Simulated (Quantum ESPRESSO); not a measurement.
How a calculation on AlH₃ (Cmcm, 24 atoms in the cell) responds to its settings

```cif
data_H36Al12
_chemical_formula_sum 'Al12 H36'
_space_group_name_H-M_alt 'Cmcm'
_space_group_IT_number 63
_space_group_name_Hall '-C 2c 2'
_cell_length_a 6.46791
_cell_length_b 11.03295
_cell_length_c 6.53961
_cell_angle_alpha 90.000
_cell_angle_beta 90.000
_cell_angle_gamma 90.000
loop_
_atom_site_label
_atom_site_type_symbol
_atom_site_symmetry_multiplicity
_atom_site_Wyckoff_symbol
_atom_site_fract_x
_atom_site_fract_y
_atom_site_fract_z
_atom_site_occupancy
Al1 Al 8 d 0.25000 0.25000 0.00000 1
Al2 Al 4 b 0.00000 0.50000 0.00000 1
H1 H 16 h 0.19077 0.39765 0.05036 1
H2 H 8 f 0.00000 0.21437 0.55626 1
H3 H 4 c 0.00000 0.54386 0.25000 1
H4 H 8 g 0.20708 0.21374 0.25000 1
```
(The calculation used a cell of 24 atoms; values per cell refer to that cell.)

Base run A: LDA (PZ), GBRV 1.5 ultrasoft (LDA) pseudopotentials (Quantum ESPRESSO), self-consistent single point.

Its settings: ecutwfc = 40 Ry; ecutrho = 200 Ry; occupations = smearing; smearing = fermi-dirac; degauss = 0.00147 Ry; potentials = {Al: al_lda_v1.uspp.F.UPF, H: h_lda_v1.4.uspp.F.UPF}; K_POINTS = automatic 3 3 3 0 0 0; conv_thr = 1e-11 Ry.

The starting cell comes from a database of computed structures (which also holds hypothetical and non-ambient phases and stackings), without a prior relaxation at this level.

ΔF is the free energy per atom less that of run A. 

Run A gave: pressure (GPa) 0.12; largest force (eV/Å) 0.105; gap on the mesh (eV) 2.606; k-points 8.

Runs:
- B: K_POINTS = automatic 1 1 1 0 0 0
- C: K_POINTS = automatic 1 1 1 1 1 1
- D: K_POINTS = automatic 2 2 2 0 0 0
- E: K_POINTS = automatic 2 2 2 1 1 1
- F: K_POINTS = automatic 3 3 2 0 0 0
- G: K_POINTS = automatic 3 3 2 1 1 1
- H: K_POINTS = automatic 3 3 3 1 1 1
- I: K_POINTS = automatic 3 3 3 0 0 1

Q: What does run D change against A?

A: The free energy stays essentially unchanged (within 1 meV/atom), the pressure goes from 0.12 to 0.00 GPa, the largest force goes from 0.105 to 0.121 eV/Å and the gap on the mesh goes from 2.606 to 3.068 eV.

Q: What does run G change against A?

A: The free energy hardly moves (within 1 meV/atom), the pressure hardly changes (0.12 to 0.14 GPa), the largest force goes from 0.105 to 0.098 eV/Å and the gap on the mesh goes from 2.606 to 3.147 eV.

Q: What does run H change against A?

A: The free energy stays essentially unchanged (within 1 meV/atom), the pressure stays at 0.12 GPa, the largest force moves little (0.105 to 0.107 eV/Å) and the gap on the mesh goes from 2.606 to 3.136 eV.

```tsv
run	ΔF (meV/atom)	pressure (GPa)	largest force (eV/Å)	gap on the mesh (eV)	k-points
A	0.00	0.12	0.105	2.606	8
B	-88.4	-0.06	0.603	3.623	1
C	56.4	0.12	0.270	4.529	1
D	0.15	0.00	0.121	3.068	6
E	-0.05	0.16	0.100	3.196	2
F	-0.33	0.09	0.114	2.606	8
G	0.45	0.14	0.098	3.147	4
H	0.11	0.12	0.107	3.136	8
I	0.04	0.12	0.105	2.581	8
```
